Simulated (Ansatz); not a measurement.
## MgO: point defects

Start from a 24-atom supercell of MgO in the rock salt structure (space group Fm-3m, No. 225; a = 4.215 Å) at its relaxed geometry.

One neutral defect a cell, atoms relaxed at fixed cell.

Level of theory: PBEsol (Ansatz, an electronic-structure program; PAW; 420 eV plane waves; scalar-relativistic without spin-orbit coupling), earlier PAW set.

| case | largest displacement of a host atom from its site in the perfect cell | gap of the supercell | total moment of the cell |
|---|---|---|---|
| perfect supercell | – | 4.62 eV | – |
| Mg interstitial (started 1.83 Å from the nearest host atom) | … | … | … |
| H interstitial (started 1.49 Å from the nearest host atom), symmetric start | 0.20 Å | zero | 0.2 μB |
| O on a Mg site (antisite) | 0.18 Å | … | 2.0 μB |

Task: Some entries are withheld; estimate them.

Result: 
- Mg interstitial (started 1.83 Å from the nearest host atom), largest displacement of a host atom from its site in the perfect cell: 1.08 Å
- Mg interstitial (started 1.83 Å from the nearest host atom), gap of the supercell: 0.84 eV
- Mg interstitial (started 1.83 Å from the nearest host atom), total moment of the cell: 0.0 μB
- O on a Mg site (antisite), gap of the supercell: 0.53 eV

The magnetic state is the one reached from the starting moments; the real material's order can differ, and small cells can't hold many antiferromagnetic ones. In so small a cell the defect repeats every few ångströms: this is an ordered compound, not a dilute defect. The mesh was chosen for an insulator and is coarse for the gapless case. Defects with a symmetric start kept the site's symmetry and may sit on a saddle; the others started slightly shaken. Seeded moments were not kept for Mg interstitial (started 1.83 Å from the nearest host atom) and H interstitial (started 1.49 Å from the nearest host atom). Where the two band edges lie in opposite spin channels, the gap is a spin-flip gap.
